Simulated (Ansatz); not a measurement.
Given:

End structure of the (311) surface of fcc Pt in its 1x1 cell, outermost plane spacing 1.20 Å in the ideal cut:

```
CELL_PARAMETERS angstrom
      2.80721     0.00000     0.00000
     -1.40361     4.65524     0.00000
      0.00000     0.00000    26.00000
ATOMIC_POSITIONS crystal
  Pt 0.74254 0.48421 0.32220
  Pt 0.46973 0.93835 0.35677
  Pt 0.18209 0.36366 0.40955
  Pt 0.90834 0.81710 0.45333
  Pt 0.63636 0.27273 0.50000
  Pt 0.36439 0.72836 0.54667
  Pt 0.09064 0.18179 0.59045
  Pt 0.80300 0.60711 0.64323
  Pt 0.53018 0.06124 0.67780
```

Set-up: 9 atoms, 9.6 Å thick at the start (thin: gaps and levels are the slab's own); mesh 14x8x1; 0.1 eV smearing; dipole correction on; all atoms relaxed; held to the part of the start's symmetry that mesh and held atoms allow; no spin, no spin-orbit, no U.

### Question
What is the computed work function of the top face (PBE in Ansatz, a program for electronic structure)?

### Answer
5.54 eV

### Question
What surface energy (mean of both faces) does PBE give?

### Answer
1.81 J/m²
